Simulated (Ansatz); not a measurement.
Take BaTiO3 (space group R3m, No. 160) as the base.

```
BaTiO3
1.0
    2.84011     1.63974     2.33159
   -2.84011     1.63974     2.33159
    0.00000    -3.27947     2.33159
Ba Ti O
1 1 3
Direct
  0.00127   0.00127   0.00127
  0.51469   0.51469   0.51469
  0.48822   0.97869   0.48822
  0.48822   0.48822   0.97869
  0.97869   0.48822   0.48822
```

Computed with r2SCAN/PAW in Ansatz (a first-principles code), scalar-relativistic without spin-orbit coupling, earlier PAW set.

For the base:

```
Item         Value
--------  --------
Pressure  0.00 GPa
```

The change: an isotropic linear strain of +5.79 %; the atoms relax in the strained cell.

What does the calculation give for the energy relative to the base, pressure and largest internal atomic displacement after the change?

The energy rises by 104 meV/atom; the pressure (mean of the normal stresses, compression positive) goes from zero to -11.17 GPa; the largest internal atomic displacement comes out as 0.121 Å.

No phonon test of stability was made. All final runs are without spin polarisation. This is not the structure that BaTiO3 has at room temperature and ambient pressure.
